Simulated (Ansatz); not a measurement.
Start from BN in the rock salt structure (space group Fm-3m, No. 225; a = 3.4827 Å; a hypothetical phase, not in the database extracts checked).

Now apply this change: an isotropic linear strain of −5.11 %; the atoms relax in the strained cell.

Levels (all Ansatz, a quantum-chemistry and plane-wave program, PAW): PBEsol (420 eV, scalar-relativistic without spin-orbit coupling); r2SCAN (500 eV, no SOC); HSE06 (420 eV, no spin-orbit coupling).

One geometry, relaxed with PBEsol, under each level:

| level | band gap | lowest conduction level above the VBM at special points | electron mass | pressure |
|---|---|---|---|---|
| PBEsol | 2.56 eV | X 2.56 eV; K 4.34 eV; U 4.34 eV; L 5.55 eV | – | 84.65 GPa |
| r2SCAN | 2.74 eV | X 2.74 eV; K 4.76 eV; U 4.76 eV; L 6.26 eV | 2.5 mₑ along k, 0.37 mₑ across (at X) | 89.73 GPa |
| HSE06 | (withheld) | (withheld) | – | – |

Task: Give the withheld HSE06 results.

Result: 
- HSE06, band gap: 3.68 eV
- HSE06, lowest conduction level above the VBM at special points: X 3.68 eV; K 5.63 eV; U 5.63 eV

Single points use the geometry relaxed with PBEsol. Their cutoffs differ, which shifts pressures a little. HSE06 was sampled on its mesh, a few special points and the semilocal edge points, so its gap is an upper bound. Effective masses come from finite differences of ±0.01 Å⁻¹. Along k means along the line from Γ to the band edge. Stability against distortions was not tested.
